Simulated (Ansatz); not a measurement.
Consider HfB2 (space group P6/mmm, No. 191; relaxed with 0.1 eV smearing).

```
HfB2
1.0
    3.14568     0.00000     0.00000
   -1.57284     2.72424     0.00000
    0.00000     0.00000     3.48634
Hf B
1 2
Direct
  0.00000   0.00000   0.00000
  0.66667   0.33333   0.50000
  0.33333   0.66667   0.50000
```

Computed with Ansatz (a program for electronic structure) PBE, no spin-orbit coupling.

Base values:

* **Pressure**: 0.0 GPa
* **Band gap**: zero

Now apply this change: an isotropic linear strain of −1.50 %, atoms relaxed at fixed cell.

Estimate the effect on the pressure, band gap and energy relative to the base.

The pressure (mean of the normal stresses, compression positive) goes from zero to 12.4 GPa; the band gap is still zero; the energy grows by 16 meV/atom.

Stability against distortions was not tested. The final runs are not spin-polarised.
